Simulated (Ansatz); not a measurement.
Space group P6₃/mmc (No. 194); a = b = 4.363 Å, c = 5.483 Å, α = β = 90.00°, γ = 120.00°

```csv
atom,site,symmetry,x,y,z
Bi,2c,-6m2,0.3333,0.6667,0.2500
Pt,2a,-3m.,0.0000,0.0000,0.0000
```

PtBi (P6_3/mmc), PBEsol, DFPT electron-phonon coupling, linearised Boltzmann equation (plane waves, PAW, scalar-relativistic; Ansatz, an electronic-structure program): the phonon-limited resistivity at 300 K is 10.0 μΩ·cm (x, the basal plane), 10.0 μΩ·cm (y, the basal plane), 14.1 μΩ·cm (z, c). Third figures are kept for the arithmetic.

Q: How anisotropic is it, and between which bounds lies a dense polycrystal with random grains and no boundary scattering?

A: Largest over smallest: 1.41. Upper bound, grains in series: (10.0 + 10.0 + 14.1)/3 = 11.4 μΩ·cm. Lower bound, grains side by side: 3/Σ(1/ρ) = 11.1 μΩ·cm. The best single-crystal direction lies 10 % under the lower bound.

A metal at this level (no band gap). Only scattering by harmonic phonons is included (no impurities, grain boundaries, electron-electron scattering or thermal expansion). Spin-orbit coupling is left out, which matters with elements this heavy. The squared frequency of the phonon mode least converged on the k mesh is uncertain by about 14 %. Halving the electron mesh (24x24x16) moves the resistivity by up to 2 % at 300 K, the mean free path by up to 4 %. Smearing 0.20 eV; phonons on a 4x4x3 q mesh, which this run doesn't test.

Formula and space group known from diffraction (Crystallography Open Database), not checked to be the room-temperature form: PtBi (P6_3/mmc).
